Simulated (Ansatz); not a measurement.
**Effect of uniaxial strain ε_zz = +1.50 % on Sr**

Consider Sr in the fcc (Cu type) structure (space group Fm-3m, No. 225; a = 5.923 Å). Axes: x, y, z lie along the cube axes.

It is then changed as follows: the cell is stretched by 1.50 % along z with no lateral relaxation, atoms relaxed at fixed cell.

Method: Kohn–Sham DFT with the PBEsol functional, run in Ansatz (a first-principles code) with PAW and 420 eV plane waves, no SOC. Settings: 14×14×14 k-points, 0.05 eV Fermi–Dirac smearing.

| quantity | base | changed | shift |
|---|---|---|---|
| volume per atom | 51.93 Å³ | 52.71 Å³ | +0.78 Å³ |
| space group | Fm-3m (No. 225) | I4/mmm (No. 139) | – |
| shortest interatomic distance | 4.188 Å | 4.188 Å | 0.000 Å |
| energy relative to the base (free energy F) | 0 meV/atom | +0.6 meV/atom | +0.6 meV/atom |
| band gap | zero | zero | – |
| stress (xx, yy, zz, yz, xz, xy; compression positive) (rough) | – | (-0.2, -0.2, -0.2, 0.0, 0.0, 0.0) GPa | – |

Cost of the whole job for the changed cell (relaxation, final SCF and bands): around 16 core-seconds (rough).

Without a gap, meshes like the base's 14×14×14 leave anisotropic stresses uncertain by several tenths of a GPa, and small strain energies with them. Whether these cells are dynamically stable was not tested.
